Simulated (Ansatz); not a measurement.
WO3 (P2₁/c, No. 14, 32 atoms in the cell; start mp-619461), treated with LDA (PAW; Ansatz, a program for electronic structure).

Numerical settings: plane-wave cutoff 520 eV, 6×6×6 k mesh, Fermi–Dirac smearing 0.01 eV, no spin polarisation, scalar-relativistic PAW data made under PBE.

Cell (relaxed at this level):

```cif
data_O24W8
_chemical_formula_sum 'W8 O24'
_space_group_name_H-M_alt 'P 1'
_space_group_IT_number 1
_cell_length_a 7.44702
_cell_length_b 7.32770
_cell_length_c 7.64851
_cell_angle_alpha 90.000
_cell_angle_beta 91.149
_cell_angle_gamma 90.000
loop_
_space_group_symop_operation_xyz
  'x, y, z'
loop_
_atom_site_label
_atom_site_type_symbol
_atom_site_fract_x
_atom_site_fract_y
_atom_site_fract_z
_atom_site_occupancy
W1 W 0.47829 0.24784 0.22044 1
W2 W 0.52171 0.75216 0.77956 1
W3 W 0.52171 0.74784 0.27956 1
W4 W 0.47829 0.25216 0.72044 1
W5 W 0.98139 0.24103 0.28050 1
W6 W 0.01861 0.75897 0.71950 1
W7 W 0.01861 0.74103 0.21950 1
W8 W 0.98139 0.25897 0.78050 1
O1 O 0.99239 0.21667 0.00783 1
O2 O 0.00761 0.78333 0.99217 1
O3 O 0.00761 0.71667 0.49217 1
O4 O 0.99239 0.28333 0.50783 1
O5 O 0.49113 0.21922 0.49225 1
O6 O 0.50887 0.78078 0.50775 1
O7 O 0.50887 0.71922 0.00775 1
O8 O 0.49113 0.28078 0.99225 1
O9 O 0.03939 0.99832 0.28334 1
O10 O 0.96061 0.00168 0.71666 1
O11 O 0.96061 0.49832 0.21666 1
O12 O 0.03939 0.50168 0.78334 1
O13 O 0.54004 0.49732 0.28018 1
O14 O 0.45996 0.50268 0.71982 1
O15 O 0.45996 0.99732 0.21982 1
O16 O 0.54004 0.00268 0.78018 1
O17 O 0.25798 0.71046 0.24738 1
O18 O 0.74202 0.28954 0.75262 1
O19 O 0.74202 0.21046 0.25262 1
O20 O 0.25798 0.78954 0.74738 1
O21 O 0.75833 0.79134 0.25209 1
O22 O 0.24167 0.20866 0.74791 1
O23 O 0.24167 0.29134 0.24791 1
O24 O 0.75833 0.70866 0.75209 1
```

Question: Give the computed band gap.

Answer: 
- band gap: 1.47 eV

Spin–orbit coupling is not included.

The result took roughly 7 core-minutes.

A start named mp-… is a Materials Project structure, which need not be a measured phase.
